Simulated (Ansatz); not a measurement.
Amorphous In9Ga9Zn9O36, 63 atoms at 5.90 g/cm³, one PBE-relaxed geometry, zone centre. Methods: PBE, scalar-relativistic without spin-orbit coupling (Ansatz, an electronic-structure program); r2SCAN, scalar-relativistic without spin-orbit coupling (Ansatz); HSE06, scalar-relativistic without spin-orbit coupling (Ansatz). Plane waves to 420 eV (r2SCAN 500 eV); exact exchange is cut at the cell's faces. At PBE the levels at the filled edge of the gap are localised (band-tail or defect states), and the nearest spread-out levels lie 0.9 eV apart at the zone centre. All rungs ran without spin polarisation.

It comes from a melt-quench run on a machine-learned potential (CHGNet), relaxed afterwards by DFT. O atoms were pushed apart under 1.9 Å during the dynamics, to hinder bonds among them. The hot cell started wider than the set density and was brought back towards it in steps. It is the lowest in DFT energy of 2 quenches. It is a model cell: composition and starting density were chosen by hand, and all elements were melted together. No dispersion term was used. Its density started from a set value of 5.90 and ended at 5.90 g/cm³. Cooling (nominally 210 K/ps over its main leg) ran many orders faster than in experiment, which tends to leave more defects and strain. Values belong to this one cell and scatter from quench to quench. The volume was held where the preparation left it, at a PBE pressure of -0.4 GPa (tension). Stress components on the final sampling reach 2.1 GPa. Cycles of charging lowered its energy after that relaxation.

The relaxation ran on the zone centre alone. At PBE the level gap is 0.58 eV on a 2×2×2 Γ-centred mesh, and the spacing at the zone centre alone 0.66 eV.

**Question.** What zone-centre spacing does r2SCAN give, roughly?

**Answer.** 1.11 eV (+0.46 eV against PBE).

**Question.** What zone-centre spacing does HSE06 give, roughly?

**Answer.** 2.23 eV (+1.58 eV against PBE).

The highest filled and the lowest empty state spread over these numbers of atoms (participation numbers): PBE: 8.7 and 56.8; r2SCAN: 8.3 and 55.5; HSE06: 8.6 and 55.1.
